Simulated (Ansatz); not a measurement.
Consider WSi$_{2}$ (space group I4/mmm, No. 139; a = 3.229 Å, c = 7.867 Å).

All numbers come from PBE (Ansatz, a program for electronic structure, PAW, scalar-relativistic without spin-orbit coupling).

Perturbation: every W is replaced by Mo, then cell and atoms are relaxed.

Measured lattice parameter a: WSi2 3.21395 Å (temperature not stated; as listed in Orest Pavlosiuk et al., Phys. Rev. B (2022)); MoSi2 3.20519 Å (temperature not stated; as listed in Orest Pavlosiuk et al., Phys. Rev. B (2022)).

### Question
How well does PBE reproduce the measured shift?

### Answer
With PBE the lattice parameter a moves by -0.012 Å (3.229 → 3.217) against -0.009 Å measured.

No phonon test of stability was made. All final runs are without spin polarisation.
